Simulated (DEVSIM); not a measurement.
Structure: abrupt GaP n-p junction, at 300 K.

Layer 1 from the left is GaP, thickness (μm) 67.0, Nd (cm⁻³) 4.3e16, τn (s) 2.6e-6, τp (s) 2.6e-6. Layer 2 from the left is GaP, thickness (μm) 6.20, Na (cm⁻³) 8.1e15, τn (s) 2.6e-6, τp (s) 2.6e-6.

Left contact: ohmic. Right contact: ohmic. Voltage is applied to the left contact. Recombination: SRH at mid-gap, radiative. Mobility is μmin + (μ − μmin)/(1 + (N/Nref)^α).

Constants are typed, rounded textbook-type inputs, not results; the design itself was drawn at random and stands for no fabricated device. Values at 300 K.

GaP: gap (eV) 2.26, affinity (eV) 3.8, permittivity 11.1, Nc (cm⁻³) 1.8e19, Nv (cm⁻³) 1.9e19, μn (cm²/Vs) 250, μp (cm²/Vs) 150, μn,min 10, μp,min 10, Nref,n 4.4e18, Nref,p 1e18, αn 0.8, αp 0.85, B (cm³/s) 1e-13.

DEVSIM, 1D drift-diffusion, Boltzmann statistics, complete ionisation; no tunnelling, impact ionisation, image-force lowering or self-heating.

Dark forward current:

| |V| (V) | |J| (A/cm²) |
|---|---|
| 0.75 | 2.572e-13 |
| 0.80 | 6.932e-13 |
| 0.85 | 1.871e-12 |
| 0.90 | 5.056e-12 |
| 0.95 | 1.369e-11 |
| 1.00 | 3.715e-11 |
| 1.05 | 1.012e-10 |
| 1.10 | 2.770e-10 |
| 1.15 | 7.667e-10 |
| 1.20 | 2.171e-9 |
| 1.25 | 6.459e-9 |
| 1.30 | 2.121e-8 |
| 1.35 | 8.209e-8 |
| 1.40 | 3.888e-7 |
| 1.45 | 2.190e-6 |
| 1.50 | 1.373e-5 |
| 1.55 | 9.082e-5 |
| 1.60 | 0.0006153 |
| 1.65 | 0.004208 |
| 1.70 | 0.02878 |
| 1.75 | 0.1919 |
| 1.80 | 1.111 |
| 1.85 | 4.293 |
| 1.90 | 10.40 |
| 1.95 | 18.83 |
| 2.00 | 29.17 |

Task: Work out the local ideality factor n = ΔV / (kT/q · ln(J2/J1)) between the rows 0.75 and 0.80 V, 1.65 and 1.70 V, 1.95 and 2.00 V.

Result: kT/q = 25.85 mV. From 0.75 to 0.80 V: ln(6.932e-13/2.572e-13) = 0.991, n = 1.95, near the 2 of recombination in the depletion region. From 1.65 to 1.70 V: ln(0.02878/0.004208) = 1.923, n = 1.01, near the 1 of diffusion or emission over a barrier. From 1.95 to 2.00 V: ln(29.17/18.83) = 0.438, n = 4.42.

Task: Estimate the current at 1.60 V from the Shockley equation with J0 = Σ q ni² D/(N L) coth(W/L), τ joining the SRH, radiative and Auger lifetimes that are on, and W taken as the whole layer.

Result: ni² = 3.67 cm⁻⁶; holes in the n layer: μ = 141 cm²/Vs, D = 3.64 cm²/s, τ = 2.57e-6 s, L = 30.6 μm, W/L = 2.2, term 1.67e-32 A/cm²; electrons in the p layer: μ = 248 cm²/Vs, D = 6.42 cm²/s, τ = 2.59e-6 s, L = 40.8 μm, W/L = 0.15, term 7.58e-31 A/cm². J0 = 7.75e-31 A/cm², and J = J0 exp(qV/kT) = 0.000589 A/cm². The simulation gives 0.000615 A/cm²; the estimate lies 4.3 % below. The estimate leaves out recombination in the depletion region and that region's share of W.
